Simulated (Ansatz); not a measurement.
Input:

```
Pd
1.0
    0.00000     1.87268     1.87268
    1.87268     0.00000     1.87268
    1.87268     1.87268     0.00000
Pd
1
Cartesian
  0.00000   0.00000   0.00000
```

No spin polarisation.

The values are results of DFT with LDA, PAW potentials and a 420 eV plane-wave cutoff in Ansatz (a quantum-chemistry and plane-wave program), no spin-orbit coupling, not measurements. Settings: 29×29×29 k-points, 0.1 eV Fermi–Dirac smearing.

Q: Estimate the space group.

A: Fm-3m (No. 225).

Q: What is the computed band gap?

A: Zero.

Q: Predict the pressure.

A: 21.0 GPa.

The cells carry an imposed strain or load. Stability against distortions was not tested. All final runs are without spin polarisation. The cell was made from Pd in the fcc (Cu type) structure (space group Fm-3m, No. 225) by this change: isotropic strain −2.50 %.
